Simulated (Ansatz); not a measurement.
Input:

```
CELL_PARAMETERS angstrom
      0.00000     3.32546     3.32546
      3.32546     0.00000     3.32546
      3.32546     3.32546     0.00000
ATOMIC_POSITIONS crystal
  Cd 0.00000 0.00000 0.00000
  Te 0.25000 0.25000 0.25000
```

No spin polarisation.

Computed with Ansatz (an electronic-structure program) PBEsol, no spin-orbit coupling. Γ-centred 9×9×9 mesh, Fermi–Dirac width 0.05 eV.

Q: Predict the pressure and band gap.

A: Pressure: -2.56 GPa
Band gap: 0.44 eV

Spin-orbit coupling, missing from the scalar runs, can matter with Te. The cells carry an imposed strain or load. Stability against distortions was not tested. The cell was made from CdTe in the zinc blende structure (space group F-43m, No. 216) by this change: isotropic strain +2.50 %.
